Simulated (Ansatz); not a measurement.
Phonon-limited resistivity of Ir (Fm-3m) against temperature in μΩ·cm, PBEsol, DFPT electron-phonon coupling, linearised Boltzmann equation in Ansatz (an electronic-structure program), harmonic crystal at a fixed cell.

```tsv
T	ρ
50 K	0.134
77 K	0.540
100 K	[?]
150 K	[?]
200 K	2.76
250 K	3.59
273 K	3.96
300 K	4.40
350 K	[?]
400 K	5.98
500 K	7.54
600 K	9.09
800 K	12.2
```

Fill in the missing entries.


- 100 K, ρ: 0.971
- 150 K, ρ: 1.90
- 350 K, ρ: 5.19

A metal at this level (no band gap). Only scattering by harmonic phonons is included (no impurities, grain boundaries, electron-electron scattering or thermal expansion). Spin-orbit coupling is left out, which matters with elements this heavy. Halving the electron mesh (36x36x36) moves the resistivity by up to 1 %. Smearing 0.20 eV; phonons on a 6x6x6 q mesh, which this run doesn't test and which matters most at low temperature.
